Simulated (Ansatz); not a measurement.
Here is the system:

```
InP
1.0
    0.00000     2.95340     2.95340
    2.95340     0.00000     2.95340
    2.95340     2.95340     0.00000
P In
1 1
Direct
  0.25000   0.25000   0.25000
  0.00000   0.00000   0.00000
```

No spin polarisation.

All numbers come from r2SCAN, PAW, 500 eV (Ansatz, an electronic-structure program; no spin-orbit coupling). Settings: 10×10×10 k-points, 0.05 eV Fermi–Dirac smearing.

Problem. Predict the electron mass and gap character.

Solution. The electron mass is 0.074 mₑ (at Γ) and the gap character is direct at Γ.

Effective masses come from finite differences of ±0.01 Å⁻¹. Whether these cells are dynamically stable was not tested. The cell was made from BP by this change: B → In.
